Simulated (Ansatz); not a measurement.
```
CELL_PARAMETERS angstrom
     14.00000     0.00000     0.00000
      0.00000    14.00000     0.00000
      0.00000     0.00000     9.22340
ATOMIC_POSITIONS crystal
  Pd 0.59962 0.50000 0.00000
  Pd 0.43142 0.57681 0.09091
  Pd 0.48352 0.39940 0.18182
  Pd 0.58348 0.55495 0.27272
  Pd 0.40047 0.52864 0.36364
  Pd 0.54021 0.40755 0.45454
  Pd 0.54021 0.59245 0.54546
  Pd 0.40047 0.47136 0.63636
  Pd 0.58348 0.44505 0.72728
  Pd 0.48352 0.60060 0.81818
  Pd 0.43142 0.42319 0.90909
```

These are PBE (plane waves to 420 eV, PAW; Ansatz, a first-principles code) values and carry that method's errors. Mesh 1×1×8. No spin polarisation, so a magnetic state wasn't tested. One-dimensional cell, images about 11 Å apart. A hypothetical model. It keeps the symmetry and period of its start, so it need not be a minimum against all distortions. Pairing along the axis, which can open a gap, is among the distortions not tried.

Q: Give the properties of this body.

A: 
```
Property                                                        Value
-----------------------------------------------  --------------------
largest distance between nuclei across the axis                2.82 Å
PBE gap                                          none (under 0.01 eV)
work function (PBE)                                           4.50 eV
```
